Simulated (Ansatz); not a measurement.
A hypothetical phase is included: elements placed on a structure type, which no database files for this compound.

By PBEsol, the system below comes out a metal.

Consider the following.

```xyz
2
Lattice="3.9285 0.0000 0.0000 0.0000 3.9285 0.0000 1.9642 -1.9642 2.7778" Properties=species:S:1:pos:R:3 pbc="T T T"
Li     1.9642     0.0000     1.3889
Li     1.9642     1.9642     0.0000
```

The cell was relaxed by PBE-D3(BJ); by PBEsol it stands under a pressure of 1.2 GPa.

The current flows along the normal of the first two printed cell vectors, the (001) plane of the conventional cell. No spin-orbit coupling; the value is a mean over 0.1 eV about the Fermi level.

Q: State the ballistic conductance per area according to PBEsol in Ansatz (a first-principles code).

A: 0.33 × 10¹⁵ S/m² for both spins.
